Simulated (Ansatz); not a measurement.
The reference is YN in the rock salt structure (space group Fm-3m, No. 225; a = 4.896 Å).

Calculations: Ansatz (a program for electronic structure), r2SCAN, PAW, cutoff 500 eV, scalar-relativistic without spin-orbit coupling.

One change was made to it. Results:

```json
[
 {"quantity": "shortest interatomic distance", "base": "2.448 Å", "after": "2.445 Å"},
 {"quantity": "smallest direct gap", "base": "0.98 eV", "after": "0.97 eV"}
]
```

Problem. Which change produced these results?
(A) pressure −1 GPa
(B) pressure 0.7 GPa
(C) pressure 7.5 GPa
(D) pressure 3 GPa

Solution. B, pressure 0.7 GPa. For comparison, the shortest interatomic distance in the other runs: pressure 3 GPa gives 2.434 Å; pressure −1 GPa gives 2.453 Å; pressure 7.5 GPa gives 2.415 Å.

Load acts through the strain it causes; cell and atoms are relaxed under it. Stability against distortions was not tested. Competing high-pressure phases were not computed.
